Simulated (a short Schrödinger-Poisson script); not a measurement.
Stack: MOS inversion layer, SiO2 on p-type Si(100), at 400 K.

```
layer  material  thickness (nm)  Na (cm⁻³)
-----  --------  --------------  ---------
1          SiO2             3.6          -
2            Si             240     3.1e18
```

Constants are typed, rounded textbook-type inputs, not results; the design itself was drawn at random and stands for no fabricated device. SiO2: permittivity 3.9, conduction-band edge (eV) 3.15, gap (eV) 9, electron mass (mₑ) 0.5. Si: permittivity 11.7, conduction-band edge (eV) 0, gap (eV) 1.124, Nv at 300 K (cm⁻³) 3.1e19.

Channel valleys (confinement mass, in-plane density-of-states mass, number): Δ2 0.916, 0.19, 2; Δ4 0.19, 0.417, 4. At the gate the conduction-band edge of layer 1 lies 3.22 eV − eVg above the Fermi level of the channel; the field vanishes at the back. Gaps are held at their typed values at every temperature. Mesh 0.03 nm at interfaces.

Solved with a short Schrödinger-Poisson script written for these runs: 1D Poisson equation in equilibrium, electrons quantum, Hartree (BenDaniel-Duke, 12 states a valley, the channel's in-plane mass for all, wave functions free to enter the dielectric), parabolic valleys, classical holes, full ionisation, no traps, pinning or gate leakage.

The same stack at other levels of the model or other numerical settings:

| run | sheet density of all electrons at Vg = 3.3 V (cm⁻²) | sheet density of all electrons at Vg = 1.5 V (cm⁻²) | capacitance at Vg = 3.3 V (μF/cm²) | centroid of the channel electrons at Vg = 3.3 V (nm) | rough cost against the base |
|---|---|---|---|---|---|
| base | 1.07e13 | 1.22e12 | 0.880 | 1.05 | about 1 |
| electrons treated as classical, Boltzmann | 1.23e13 | 2.11e12 | 0.934 | ___ | 0.04 |
| electrons treated as classical, Fermi-Dirac | 1.18e13 | ___ | 0.908 | ___ | 0.2 |
| mesh six times as coarse | 1.06e13 | 1.21e12 | 0.879 | 1.05 | 0.2 |
| one subband a valley | 1.06e13 | 1.22e12 | 0.880 | 1.04 | 0.4 |

### Question
Some entries are withheld; supply them.

### Answer

- electrons treated as classical, Fermi-Dirac, centroid of the channel electrons at Vg = 3.3 V (nm): 0.40
- electrons treated as classical, Fermi-Dirac, sheet density of all electrons at Vg = 1.5 V (cm⁻²): 2.04e12
- electrons treated as classical, Boltzmann, centroid of the channel electrons at Vg = 3.3 V (nm): 0.26

The classical rows ignore confinement, and Boltzmann statistics overrate the density once the band edge passes the Fermi level.
